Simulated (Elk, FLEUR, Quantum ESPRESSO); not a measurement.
**GdSi₂Os₂ (I4/mmm, 5 atoms in the cell) computed with different codes at matched settings**

Self-consistent single point.

```
CELL_PARAMETERS angstrom
     -2.09087     2.09087     4.83006
      2.09087    -2.09087     4.83006
      2.09087     2.09087    -4.83006
ATOMIC_POSITIONS crystal
  Gd 0.00000 0.00000 0.00000
  Si 0.63107 0.63107 0.00000
  Si 0.36893 0.36893 0.00000
  Os 0.75000 0.25000 0.50000
  Os 0.25000 0.75000 0.50000
```
Moments meant for the start (each program seeds them in its own way; μB, in the order of the atoms Gd Si Si Os Os): 7.0 0.0 0.0 0.0 0.0.

All programs got the same cell, k-point mesh and kind of occupations, and the same starting moments (in FLEUR's words: jspins = 2; fermiSmearingEnergy = 0.00999582 Htr; mesh (inpgen div1-3) = 5 5 5); potentials, basis and cutoffs are each program's usual ones.

```
code                                                                                                          model  largest force (eV/Å)  size of the net moment (μB/atom)         cutoff
----------------  -------------------------------------------------------------------------------------------------  --------------------  --------------------------------  -------------
FLEUR                                               PBEsol, all-electron FLAPW (FLEUR), scalar-relativistic valence                 0.229                              1.42  Kmax 4 1/bohr
Quantum ESPRESSO                                               PBEsol, SSSP 1.1.2 efficiency (PBE) pseudopotentials                 0.212                              1.42          50 Ry
Elk               PBEsol, all-electron FP-LAPW, Elk's shipped species files, APW+lo basis with extra local orbitals                     –                              1.42       rgkmax 8
```

A dash marks a value that a program does not give, or that is left out as unsure.

The spread over the programs that give each value: largest force within 0.017 eV/Å; size of the net moment within 0.00 μB/atom.

The starting cell comes from a database of computed structures (which also holds hypothetical and non-ambient phases and stackings), without a prior relaxation at this level. On FLEUR's run: Spin-orbit coupling is off. With one magnetic atom in the cell only a parallel order is possible. With U or open f shells several self-consistent states can exist. The f electrons are in the valence without U or exact exchange, which can misplace them near the Fermi level. Spin-orbit terms, which matter for f shells, are left out. Values depend on the basis (sphere radii, cutoffs, local orbitals), which need not be converged.

Q: Why do the programs differ, and what cannot be compared?

A: Differences of this kind can come from the potentials, where these differ, and from what each basis and cutoff leave unconverged. The valence holds different numbers of electrons (FLEUR 54, Quantum ESPRESSO 58). The zero of total energies and Fermi levels follows the potentials and each program's conventions, so they are not compared here. FLEUR and Elk treat all electrons, but the usual bases taken here (sphere radii, linearisation, local orbitals, empty states) were not tested for convergence, so the values are no reference for the others. Site moments depend on each program's spheres or projections; the total moment of the cell does not.

Left out of this page: Ansatz (with a known weakness of the program).
